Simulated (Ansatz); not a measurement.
The reference is Sn in the diamond structure (space group Fd-3m, No. 227; a = 6.567 Å). Axes: x, y, z lie along the cube axes.

All numbers come from Kohn–Sham DFT with the r2SCAN functional, run in Ansatz (an electronic-structure program) with PAW and 500 eV plane waves, without spin-orbit coupling.

Base values:

```
Item                             Value
-----------------------------  -------
Shortest interatomic distance  2.843 Å
Band gap                          zero
```

Modification: uniaxial stress, 3 GPa tension along x, with the cell and atoms free to relax against it.

Question: What happens to the energy relative to the base?

Answer: The energy grows by 20 meV/atom.

Question: What happens to the shortest interatomic distance?

Answer: The shortest interatomic distance increases by 0.028 Å, from 2.843 Å to 2.871 Å.

Question: Estimate the effect on the band gap.

Answer: The band gap is still zero.

Load acts through the strain it causes; cell and atoms are relaxed under it. Beyond what the load breaks, stability against distortions was not tested.
